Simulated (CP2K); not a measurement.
## Input and output of a self-consistent single point for NbSi (P-6m2, 2 atoms in the cell) (CP2K)

Method: CP2K 2026.2 with PBE, GPW, DZVP-MOLOPT-SR-GTH basis, GTH-PBE potentials (GTH_POTENTIALS).

Input:

```
&GLOBAL
  PROJECT nbsi
  RUN_TYPE ENERGY_FORCE
  PRINT_LEVEL LOW
&END GLOBAL
&FORCE_EVAL
  METHOD Quickstep
  STRESS_TENSOR ANALYTICAL
  &DFT
    BASIS_SET_FILE_NAME BASIS_MOLOPT
    POTENTIAL_FILE_NAME GTH_POTENTIALS
    &QS
      METHOD GPW
      EPS_DEFAULT 1E-10
    &END QS
    &MGRID
      CUTOFF 500
      REL_CUTOFF 40
      NGRIDS 5
    &END MGRID
    &SCF
      SCF_GUESS ATOMIC
      EPS_SCF 1E-6
      MAX_SCF 100
      ADDED_MOS 4
      &DIAGONALIZATION
        ALGORITHM STANDARD
      &END DIAGONALIZATION
      &MIXING
        METHOD BROYDEN_MIXING
        ALPHA 0.2
        NBUFFER 10
        BETA 1.5
      &END MIXING
      &SMEAR ON
        METHOD MARZARI_VANDERBILT
        SIGMA [eV] 0.1
      &END SMEAR
    &END SCF
    &KPOINTS
      SCHEME MONKHORST-PACK 7 7 7
    &END KPOINTS
    &XC
      &XC_FUNCTIONAL PBE
      &END XC_FUNCTIONAL
    &END XC
    &PRINT
      &MO
        EIGENVALUES T
        OCCUPATION_NUMBERS T
        NDIGITS 8
        FILENAME mo
        &EACH
          QS_SCF 0
        &END EACH
        ADD_LAST NUMERIC
      &END MO
      &MULLIKEN OFF
      &END MULLIKEN
    &END PRINT
  &END DFT
  &SUBSYS
    &CELL
      ABC 3.48933600 3.48933633 3.40541900
      ALPHA_BETA_GAMMA 90.00000000 90.00000000 119.99999687
      PERIODIC XYZ
    &END CELL
    &COORD
      SCALED
      Nb       0.00000000     0.00000000     0.00000000
      Si       0.66666700     0.33333300     0.50000000
    &END COORD
    &KIND Nb
      BASIS_SET DZVP-MOLOPT-SR-GTH-q13
      POTENTIAL GTH-PBE-q13
    &END KIND
    &KIND Si
      BASIS_SET DZVP-MOLOPT-SR-GTH-q4
      POTENTIAL GTH-PBE-q4
    &END KIND
  &END SUBSYS
  &PRINT
    &FORCES ON
    &END FORCES
    &STRESS_TENSOR ON
    &END STRESS_TENSOR
  &END PRINT
&END FORCE_EVAL
```

Log, with long lists cut:

```
 GLOBAL| Method name                                                        CP2K
 GLOBAL| Project name                                                       nbsi
 GLOBAL| Run type                                                   ENERGY_FORCE

 TOTAL NUMBERS AND MAXIMUM NUMBERS

  Total number of            - Atomic kinds:                                   2
                             - Atoms:                                          2
                             - Shell sets:                                     2
                             - Shells:                                        13
                             - Primitive Cartesian functions:                 11
                             - Cartesian basis functions:                     45
                             - Spherical basis functions:                     39

  Maximum angular momentum of- Orbital basis functions:                        3
                             - Local part of the GTH pseudopotential:          2
                             - Non-local part of the GTH pseudopotential:      4

 SCF PARAMETERS         Density guess:                                    ATOMIC
                        max_scf:                                             100
                        max_diis:                                              4
                        eps_scf:                                        1.00E-06
                        eps_diis:                                       1.00E-01
                        eps_eigval:                                     1.00E-05
                        level_shift [a.u.]:                             0.000000
                        added MOs                                         4    0
                        Mixing method:                            BROYDEN_MIXING
                                                charge density mixing in g-space
                        Smear method:                         MARZARI_VANDERBILT
                        Smearing width (sigma) [a.u.]:                  3.67E-03
                        Accuracy threshold:                             1.00E-10
                        No outer SCF

 Extrapolation method: initial_guess

 Number of electrons:                                                         17
 Number of occupied orbitals:                                                  9
 Number of molecular orbitals:                                                13

 Number of orbital functions:                                                 39
 Number of independent orbital functions:                                     39

 SCF WAVEFUNCTION OPTIMIZATION

  Step     Update method      Time    Convergence         Total energy    Change
     1 NoMix/Diag. 0.20E+00      -     0.94351285       -61.3438085872 -6.13E+01
     2 Broy./Diag. 0.20E+00      -     0.06574331       -63.0489729886 -1.71E+00
     3 Broy./Diag. 0.20E+00      -     0.23972980       -62.1376057198  9.11E-01
     4 Broy./Diag. 0.20E+00      -     0.04397486       -61.1157727909  1.02E+00
     5 Broy./Diag. 0.20E+00      -     0.03137300       -61.2072981573 -9.15E-02
     6 Broy./Diag. 0.20E+00      -     0.00976714       -61.0516915280  1.56E-01
     7 Broy./Diag. 0.20E+00      -     0.00330916       -61.0796363067 -2.79E-02
   [... 4 lines left out ...]
    12 Broy./Diag. 0.20E+00      -     0.00002820       -61.0537832174  1.75E-04
    13 Broy./Diag. 0.20E+00      -     0.00001727       -61.0541016162 -3.18E-04
    14 Broy./Diag. 0.20E+00      -     0.00000478       -61.0541607828 -5.92E-05
    15 Broy./Diag. 0.20E+00      -     0.00000296       -61.0541566561  4.13E-06
    16 Broy./Diag. 0.20E+00      -     0.00000014       -61.0541456848  1.10E-05

  *** SCF run converged in    16 steps ***

  Electronic density on regular grids:        -16.9999999996        0.0000000004
  Core density on regular grids:               16.9999999984       -0.0000000016
  Total charge density on r-space grids:       -0.0000000012
  Total charge density g-space grids:          -0.0000000012

  Overlap energy of the core charge distribution:               0.00000000000030
  Self energy of the core charge distribution:               -113.89716592767452
  Core Hamiltonian energy:                                     25.48786015461144
  Hartree energy:                                              35.43315883649353
  Exchange-correlation energy:                                 -8.07781892018967
  Smearing free energy correction:                             -0.00017982788366
  Fermi energy:                                                 0.36960117967860

  Total energy:                                               -61.05414568479767

 ENERGY| Total FORCE_EVAL ( QS ) energy [hartree]            -61.054143776454055

 FORCES| Atomic forces [hartree/bohr]
 FORCES|   Atom     x               y               z               |f|
 FORCES|      1  1.73113222E-07 -1.55018722E-07  1.34092804E-13   2.32376831E-07
 FORCES|      2 -1.46584584E-07  1.39694231E-07 -3.40025183E-16   2.02488317E-07
 FORCES| Sum     2.65286374E-08 -1.53244916E-08  1.33752779E-13
 FORCES| Total atomic force                                       3.06367206E-08

 STRESS| Analytical stress tensor [bar]
 STRESS|                        x                   y                   z
 STRESS|      x       -6.88902841877E+04   9.34028546406E+00   2.85974030566E-08
 STRESS|      y        9.34028546406E+00  -6.88786691487E+04   5.78031493607E-08
 STRESS|      z        2.85974030566E-08   5.78031493607E-08   5.75922896886E+03
 STRESS| 1/3 Trace                                            -4.40032414559E+04
```

The run converged in 16 iterations.

The starting cell was generated: these elements placed on a structure prototype, without a prior relaxation; it need not be a known phase or ordering of this composition. Its lattice was rescaled by a random factor within 2.5 % of one. Spin polarisation is off. Values carry the incompleteness of an atom-centred basis. With a pressure of about -4 GPa the cell is away from its equilibrium volume at this level.

Cost on one core of a shared machine: roughly 90 s.
